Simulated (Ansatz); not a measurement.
## What isotropic strain +0.26 % does to HgS

The reference is HgS in the zinc blende structure (space group F-43m, No. 216; a = 5.876 Å).

The change: an isotropic linear strain of +0.26 %, atoms relaxed at fixed cell.

Level of theory: Kohn–Sham DFT with the PBEsol functional, run in Ansatz (a first-principles code) with PAW and 420 eV plane waves, spin-orbit coupling left out, earlier PAW set. Settings: 10×10×10 k-points, 0.05 eV Fermi–Dirac smearing.

The shortest interatomic distance goes up by 0.007 Å to 2.551 Å and the energy is nearly the same. The band gap stays zero.

The mesh was chosen for an insulator and is coarse for the gapless case. With Hg present, leaving out spin-orbit coupling can change the band edges. Whether these cells are dynamically stable was not tested. All final runs are without spin polarisation. The zero or small gap of HgS can change with the level of theory.
